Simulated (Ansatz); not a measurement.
Take WC (space group P-6m2, No. 187; a = 2.912 Å, c = 2.836 Å) as the base. Axes: x lies along a and z along c of the hexagonal cell.

Method: Ansatz (an electronic-structure program) r2SCAN, scalar-relativistic without spin-orbit coupling.

For the base:

```
Item                            Result
-----------------------------  -------
Shortest interatomic distance  2.200 Å
```

Modification: uniaxial strain ε_yy = −3.01 %, all other strain components held at zero; the atoms relax in the strained cell.

Problem. What does the calculation give for the energy relative to the base and shortest interatomic distance after the change?

Solution. The energy rises by 23 meV/atom; the shortest interatomic distance decreases by 0.0302 Å (2.200 Å → 2.169 Å).

Without a gap, meshes like the base's 18×18×16 leave anisotropic stresses uncertain by several tenths of a GPa, and small strain energies with them. No phonon test of stability was made. The final runs are not spin-polarised.
